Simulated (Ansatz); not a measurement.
F on the 1x1 (111) surface of fcc Ag, one in a 1x1 cell, energies for each (7.5 Å²). Energies are against ½ F2(g), without zero-point or thermal terms; each row is named by its start.

Computed with PBE (plane waves to 420 eV, PAW; Ansatz, a quantum-chemistry and plane-wave program).

Which site binds most strongly?
A. hollow Ag-Ag-Ag over Ag at depth 2.4 Å
B. top Ag
C. hollow Ag-Ag-Ag over Ag at depth 4.7 Å

C, hollow Ag-Ag-Ag over Ag at depth 4.7 Å. Adsorption energies: hollow Ag-Ag-Ag over Ag at depth 4.7 Å -1.66 eV; hollow Ag-Ag-Ag over Ag at depth 2.4 Å -1.61 eV; top Ag -0.83 eV.
